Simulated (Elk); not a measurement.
## A self-consistent single point of Cu₃Sb (Pm-3m, 4 atoms in the cell) with Elk

Computed with PBEsol, all-electron FP-LAPW, Elk's shipped species files, APW+lo basis with extra local orbitals (Elk 10.2.4).

The input file:

```
tasks
  0

xctype
  22

rgkmax
  7.5

gmaxvr
  16.0

nxlo
  2

lorbcnd
  .true.

rmtscf
  0.99

lmaxi
  2

stype
  0

swidth
  0.00183747

maxscl
  100

scale
  1.889726125

avec
    3.9390420000    0.0000000000    0.0000000000
    0.0000000000    3.9390420000    0.0000000000
    0.0000000000    0.0000000000    3.9390420000

sppath
  'species/'

atoms
  2
  'Cu.in'
  3
  0.5000000000  0.5000000000  0.0000000000    0.0 0.0 0.0
  0.0000000000  0.5000000000  0.5000000000    0.0 0.0 0.0
  0.5000000000  0.0000000000  0.5000000000    0.0 0.0 0.0
  'Sb.in'
  1
  0.0000000000  0.0000000000  0.0000000000    0.0 0.0 0.0

ngridk
  8 8 8
```

Log, with long lists cut:

```
│ Elk code version 10.2.4 │

All units are atomic (Hartree, Bohr, etc.)

│ Ground-state run starting from atomic densities │

Lattice vectors :
   7.443710575       0.000000000       0.000000000
   0.000000000       7.443710575       0.000000000
   0.000000000       0.000000000       7.443710575

Unit cell volume      :    412.4472724
Brillouin zone volume :   0.6014107258

Muffin-tin inner radius fraction :   0.1000000000E-01

Nuclei treated as point charges

Species :    1 (Cu)
 parameters loaded from : Cu.in
 name : copper
 nuclear charge    :   -29.00000000
 electronic charge :    29.00000000
 atomic mass :    115837.2717
 muffin-tin radius :    2.376000000
 number of radial points in muffin-tin :    497
 atomic positions (lattice), magnetic fields (Cartesian) :
   1 :   0.50000000  0.50000000  0.00000000    0.00000000  0.00000000  0.00000000
   2 :   0.00000000  0.50000000  0.50000000    0.00000000  0.00000000  0.00000000
   3 :   0.50000000  0.00000000  0.50000000    0.00000000  0.00000000  0.00000000

Species :    2 (Sb)
 parameters loaded from : Sb.in
 name : antimony
 nuclear charge    :   -51.00000000
 electronic charge :    51.00000000
 atomic mass :    221954.9019
 muffin-tin radius :    2.574000000
 number of radial points in muffin-tin :    597
 atomic positions (lattice), magnetic fields (Cartesian) :
   1 :   0.00000000  0.00000000  0.00000000    0.00000000  0.00000000  0.00000000

Total number of atoms per unit cell :    4

Spin treatment :
 spin-unpolarised

Number of Bravais lattice symmetries :   48
Number of crystal symmetries         :   48
Crystal has inversion symmetry
Real symmetric eigensolver will be used

k-point grid :      8     8     8
k-point offset :    0.000000000       0.000000000       0.000000000
k-point set is reduced with full crystal symmetry group
Total number of k-points :       35

Muffin-tin radius times maximum |G+k| :    7.500000000
 using average radius
Maximum |G+k| for APW functions       :    3.092145949
Maximum (1/2)|G+k|²                   :    4.780683286
Maximum |G| for potential and density :    16.00000000
 potential will be trimmed for |G| > 2 gkmax
Constant for pseudocharge density :   10
Radial integration step length :    4

G-vector grid sizes :     40    40    40
Number of G-vectors :    28425

Maximum angular momentum used for
 APW functions                      :    8
 outer part of muffin-tin           :    6
 inner part of muffin-tin           :    2

Total nuclear charge    :   -138.0000000
Total core charge       :    72.00000000
Total valence charge    :    66.00000000
Total excess charge     :    0.000000000
Total electronic charge :    138.0000000

Effective Wigner radius, rₛ :   0.8935802884

Number of empty states         :   16
Total number of valence states :   49
Total number of core states    :   72

Conduction state local-orbitals added automatically
Total number of local-orbitals :  326

Exchange-correlation functional :     22     0     0
 PBEsol, Phys. Rev. Lett. 100, 136406 (2008)
 gradient requirement :    1
 generalised gradient approximation (GGA)

Smearing type :    0
 Gaussian
Smearing width :   0.1837470000E-02
Effective electronic temperature (K) :    580.2271348

Mixing type :    3
 Broyden mixing, J. Phys. A: Math. Gen. 17, L317 (1984)

Kohn-Sham potential initialised from atomic data

│ Self-consistent loop started │
│ Loop number : 1 │
 total energy                :     -11412.8333814
│ Loop number : 2 │
 total energy                :     -11415.1392751
RMS change in Kohn-Sham potential (target) :   0.4246093690     (  0.1000000000E-05)
Absolute change in total energy (target)   :    2.305893658     (  0.1000000000E-03)
│ Loop number : 3 │
 total energy                :     -11424.0767594
RMS change in Kohn-Sham potential (target) :   0.3114380165     (  0.1000000000E-05)
Absolute change in total energy (target)   :    9.513957708     (  0.1000000000E-03)
│ Loop number : 4 │
 total energy                :     -11428.0570262
RMS change in Kohn-Sham potential (target) :   0.2527545217     (  0.1000000000E-05)
Absolute change in total energy (target)   :    6.358756221     (  0.1000000000E-03)
│ Loop number : 5 │
 total energy                :     -11433.9969332
RMS change in Kohn-Sham potential (target) :   0.1463114763     (  0.1000000000E-05)
Absolute change in total energy (target)   :    7.529596099     (  0.1000000000E-03)
│ Loop number : 6 │
 total energy                :     -11438.9946928
RMS change in Kohn-Sham potential (target) :   0.5086686470E-01 (  0.1000000000E-05)
Absolute change in total energy (target)   :    6.880158615     (  0.1000000000E-03)
│ Loop number : 7 │
 total energy                :     -11441.6041559
RMS change in Kohn-Sham potential (target) :   0.6403939891E-02 (  0.1000000000E-05)
Absolute change in total energy (target)   :    4.329502727     (  0.1000000000E-03)
│ Loop number : 8 │
 total energy                :     -11441.9229629
RMS change in Kohn-Sham potential (target) :   0.1616008198E-02 (  0.1000000000E-05)
Absolute change in total energy (target)   :    1.401182729     (  0.1000000000E-03)
│ Loop number : 9 │
 total energy                :     -11442.0388663
RMS change in Kohn-Sham potential (target) :   0.1984490299E-03 (  0.1000000000E-05)
Absolute change in total energy (target)   :   0.4661990550     (  0.1000000000E-03)
│ Loop number : 10 │
 total energy                :     -11442.0552765
RMS change in Kohn-Sham potential (target) :   0.2055129072E-04 (  0.1000000000E-05)
Absolute change in total energy (target)   :   0.1329599248     (  0.1000000000E-03)
│ Loop number : 11 │
 total energy                :     -11442.0525733
RMS change in Kohn-Sham potential (target) :   0.2079262062E-04 (  0.1000000000E-05)
Absolute change in total energy (target)   :   0.3053676811E-01 (  0.1000000000E-03)
│ Loop number : 12 │
 total energy                :     -11442.0510022
RMS change in Kohn-Sham potential (target) :   0.1089382308E-04 (  0.1000000000E-05)
Absolute change in total energy (target)   :   0.6063177661E-02 (  0.1000000000E-03)
│ Loop number : 13 │
 total energy                :     -11442.0511692
RMS change in Kohn-Sham potential (target) :   0.3283461814E-05 (  0.1000000000E-05)
Absolute change in total energy (target)   :   0.1682729038E-02 (  0.1000000000E-03)
│ Loop number : 14 │
 total energy                :     -11442.0512885
RMS change in Kohn-Sham potential (target) :   0.5189180357E-06 (  0.1000000000E-05)
Absolute change in total energy (target)   :   0.5399803431E-03 (  0.1000000000E-03)
│ Loop number : 15 │
 total energy                :     -11442.0512563
RMS change in Kohn-Sham potential (target) :   0.4000109185E-06 (  0.1000000000E-05)
Absolute change in total energy (target)   :   0.1028032548E-03 (  0.1000000000E-03)
│ Loop number : 16 │
 total energy                :     -11442.0512218
RMS change in Kohn-Sham potential (target) :   0.1077989952E-06 (  0.1000000000E-05)
Absolute change in total energy (target)   :   0.8731698472E-05 (  0.1000000000E-03)
Convergence targets achieved

│ Loop number : 17 │

Energies :
 Fermi                       :     0.277775692761
 sum of eigenvalues          :     -6761.13947696
 electron kinetic            :      11882.7156382
 core electron kinetic       :      11181.3379699
 Coulomb                     :     -22957.8805622
 Coulomb potential           :     -18162.4396739
 nuclear-nuclear             :     -1207.18392377
 electron-nuclear            :     -25338.9536031
 Hartree                     :      3588.25696460
 Madelung                    :     -13876.6607253
 xc potential                :     -481.415441310
 exchange                    :     -359.051517503
 correlation                 :     -7.83477273811
 total energy                :     -11442.0512143

Density of states at Fermi energy :    11.47507733
 (states/Hartree/unit cell)

Estimated indirect band gap :   0.7323048130E-02
 from k-point     19 to k-point     22
Estimated direct band gap   :   0.1156356289E-01
 at k-point     22

Charges :
 core                        :    72.00000000
 valence                     :    66.00000000
 interstitial                :    4.684853742
 muffin-tins (core leakage)
  species :    1 (Cu)
   atom    1                 :    28.09737182     (  0.1850150607E-03)
   atom    2                 :    28.09737182     (  0.1850150607E-03)
   atom    3                 :    28.09737182     (  0.1850150607E-03)
  species :    2 (Sb)
   atom    1                 :    49.02303080     (  0.9153472533E-03)
 total in muffin-tins        :    133.3151463
 total calculated charge     :    137.9760042
 total charge                :    138.0000000
 error                       :   0.2399577426E-01

│ Self-consistent loop stopped │
```

The run converged in 17 iterations. The count includes the last loop, which Elk runs after its targets are met.

The starting cell comes from a database of computed structures (which also holds hypothetical and non-ambient phases and stackings), without a prior relaxation at this level. Its lattice was rescaled by a random factor within 2.5 % of one. Spin-orbit coupling is off. Spin polarisation is off. Values depend on the basis (sphere radii, cutoffs, local orbitals), which need not be converged. The run gives no clean gap (levels at the Fermi energy touch, overlap or are partly filled at this smearing), which alone does not show that the compound is a metal. The log's line on a gap gives a spacing of levels on this mesh, which the program prints for metals too.

Cost on one core of a shared machine: roughly 50 s.
